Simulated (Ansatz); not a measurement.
## Response to strain in Au

The parent structure is Au in the fcc (Cu type) structure (space group Fm-3m, No. 225; a = 4.083 Å; relaxed with 0.1 eV smearing).

Strains are applied to the cell and any free atomic positions relax.

All numbers come from Ansatz (an electronic-structure program) PBEsol, no SOC.

Candidates:
(a) isotropic strain −2.50 %
(b) isotropic strain −0.50 %
(c) isotropic strain +3.00 %
(d) isotropic strain −1.50 %
(e) isotropic strain +1.00 %

Notes on the quantities. energy relative to the base: free energy F.

**Question.** Order them by energy relative to the base, lowest first.

**Answer.** (b) isotropic strain −0.50 % (+2.1 meV/atom), (e) isotropic strain +1.00 % (+8.0 meV/atom), (d) isotropic strain −1.50 % (+20 meV/atom), (a) isotropic strain −2.50 % (+59 meV/atom), (c) isotropic strain +3.00 % (+65 meV/atom)

Stability against distortions was not tested.
